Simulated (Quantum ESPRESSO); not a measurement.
Input and output of a self-consistent single point for Ir (Fm-3m, 1 atom in the cell) (Quantum ESPRESSO).

Level of theory: PBE, PSlibrary PAW (PBE) pseudopotentials (plane waves; Quantum ESPRESSO).

The change in words: lattice scaled by 0.98. Reference geometry:
```
Ir
1.0
    0.00000     1.95067     1.95067
    1.95067     0.00000     1.95067
    1.95067     1.95067     0.00000
Ir
1
Direct
  0.00000   0.00000   0.00000
```

Reference input (self-consistent single point, DFT, PBE, plane waves, PSlibrary PAW (PBE) pseudopotentials): ecutwfc = 35 Ry; ecutrho = 350 Ry; occupations = smearing; smearing = gaussian; degauss = 0.0099958 Ry; potentials = {Ir: Ir.pbe-n-kjpaw_psl.1.0.0.UPF}; K_POINTS = automatic 14 14 14 0 0 0; conv_thr = 1e-10 Ry; mixing_beta = 0.4. This run's input differs from it in these lines:

```diff
@@ -25,5 +25,5 @@
 CELL_PARAMETERS {angstrom}
-   0.0000000000     1.9506670000     1.9506670000
-   1.9506670000     0.0000000000     1.9506670000
-   1.9506670000     1.9506670000     0.0000000000
+   0.0000000000     1.9116540000     1.9116540000
+   1.9116540000     0.0000000000     1.9116540000
+   1.9116540000     1.9116540000     0.0000000000
 ATOMIC_POSITIONS {alat}
```

Output, abridged:

```
     Self-consistent Calculation

     iteration #  1     ecut=    35.00 Ry     beta= 0.40

     Threshold (ethr) on eigenvalues was too large:
     Diagonalizing with lowered threshold

     total energy              =    -721.54227337 Ry
     estimated scf accuracy    <       0.01186456 Ry

     iteration #  2     ecut=    35.00 Ry     beta= 0.40

     total energy              =    -721.54347856 Ry
     estimated scf accuracy    <       0.00183980 Ry

     iteration #  3     ecut=    35.00 Ry     beta= 0.40

     total energy              =    -721.54388080 Ry
     estimated scf accuracy    <       0.00022332 Ry

   [... 6 blocks of this kind left out ...]

     iteration # 10     ecut=    35.00 Ry     beta= 0.40

     total energy              =    -721.54391267 Ry
     estimated scf accuracy    <          1.0E-10 Ry

     iteration # 11     ecut=    35.00 Ry     beta= 0.40
     End of self-consistent calculation

     Number of k-points >= 100: set verbosity='high' to print the bands.

     the Fermi energy is    19.7013 ev

!    total energy              =    -721.54391267 Ry
     estimated scf accuracy    <          6.4E-13 Ry
     smearing contrib. (-TS)   =      -0.00092041 Ry
     internal energy E=F+TS    =    -721.54299226 Ry

     convergence has been achieved in  11 iterations

     Forces acting on atoms (cartesian axes, Ry/au):

     atom    1 type  1   force =     0.00000000    0.00000000    0.00000000

     Total force =     0.000000     Total SCF correction =     0.000000

          total   stress  (Ry/bohr**3)                   (kbar)     P=      138.45
   0.00094119  -0.00000000  -0.00000000          138.45       -0.00       -0.00
  -0.00000000   0.00094119  -0.00000000           -0.00      138.45       -0.00
  -0.00000000  -0.00000000   0.00094119           -0.00       -0.00      138.45

   JOB DONE.
```

The run converged in 11 iterations. Against the reference run the free energy rises by 16.6 meV/atom and the pressure goes from -8.25 to 13.85 GPa.

The starting cell comes from a database of computed structures (which also holds hypothetical and non-ambient phases and stackings), without a prior relaxation at this level. Its lattice was rescaled by a random factor within 2.5 % of one. For this run, on top of that: lattice scaled by 0.98. Spin polarisation is off. With a pressure of about 14 GPa the cell is away from its equilibrium volume at this level.
